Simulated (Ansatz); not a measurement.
MgPt (P2₁3, No. 198, 8 atoms in the cell; start mp-12651) was calculated with r²SCAN in Ansatz (PAW).

Numerical settings: plane-wave cutoff 560 eV, 12×12×12 k mesh, Fermi–Dirac smearing 0.05 eV, scalar-relativistic PAW data made under PBE.

Cell (relaxed at this level):

```
MgPt
1.0
    5.04277     0.00000     0.00000
    0.00000     5.04277     0.00000
    0.00000     0.00000     5.04277
Mg Pt
4 4
Direct
  0.15566   0.34434   0.65566
  0.34434   0.65566   0.15566
  0.65566   0.15566   0.34434
  0.84434   0.84434   0.84434
  0.85268   0.64732   0.35268
  0.64732   0.35268   0.85268
  0.35268   0.85268   0.64732
  0.14732   0.14732   0.14732
```

Question: Predict the bulk modulus.

Answer: 
- bulk modulus = 125 GPa

The run finds no gap.

Note: the bulk modulus is −V dP/dV from two relaxed cells at ±2 % in volume; the relaxation could not lower the start's symmetry, so the cell can be a saddle point above a distorted one.

Spin–orbit coupling is not included.

A start named mp-… is a Materials Project structure, which need not be a measured phase.

Ansatz is an electronic-structure program.
